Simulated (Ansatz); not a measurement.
## Defect calculation: V_S in kesterite Cu2ZnSnS4

All values below come from PBE, PAW (plane waves to 420 eV; Ansatz, a first-principles code). Set-up: 64-site cell; 2×2×2 shifted k-points; start: the S site; no spin–orbit coupling; no Hubbard U; the functional closes the host's gap; energies good to tenths of an eV.

Neighbours after relaxation, in Å: of the emptied site: Sn 1.95, Zn 2.86, Cu 2.87, Cu 2.87.

```csv
charge,moment (μB),largest move off a lattice site (Å)
0,not spin-polarised,0.55
```

All states together cost very roughly 80 core-minutes.
